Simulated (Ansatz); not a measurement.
Thickness series in AlAs

Start from AlAs in the wurtzite structure (space group P6_3mc, No. 186; a = 4.0035 Å, c = 6.5808 Å; a model cell, its experimental status unchecked). Axes: x lies along a and z along c of the hexagonal cell.

Free-standing slabs (4 atom(s) a layer) normal to the y axis with 15 Å of vacuum; in-plane cell held at bulk.

Calculations: PBEsol (Ansatz, a first-principles code, PAW, spin-orbit coupling left out).

Notes on the quantities. excess energy per area of both faces: slab less bulk energy over the cell's area: twice a surface energy.

```json
[
 {"case": "base", "gap character": "–", "thickness between the outermost nuclei": "–", "excess energy per area of both faces": "–", "band gap": "1.64 eV"},
 {"case": "1 layer", "gap character": "direct at Γ", "thickness between the outermost nuclei": "1.75 Å", "excess energy per area of both faces": "–", "band gap": "2.44 eV"},
 {"case": "2 layers", "gap character": "indirect, Γ → k = (-1/2, 0.200, 0) in the run's primitive reciprocal basis", "thickness between the outermost nuclei": "5.12 Å", "excess energy per area of both faces": "1.39 J/m²", "band gap": "1.53 eV"},
 {"case": "3 layers", "gap character": "indirect, Γ → X–U (67 % along)", "thickness between the outermost nuclei": "8.61 Å", "excess energy per area of both faces": "1.41 J/m²", "band gap": "1.49 eV"},
 {"case": "4 layers", "gap character": "indirect, Γ → X–U (67 % along)", "thickness between the outermost nuclei": "12.07 Å", "excess energy per area of both faces": "1.42 J/m²", "band gap": "1.41 eV"}
]
```

Slab and bulk use different k-meshes, which limits the precision of the excess energy. Whether these cells are dynamically stable was not tested. This is not the structure that AlAs has at room temperature and ambient pressure. Labels are those of the standard path for the cell's own space group.
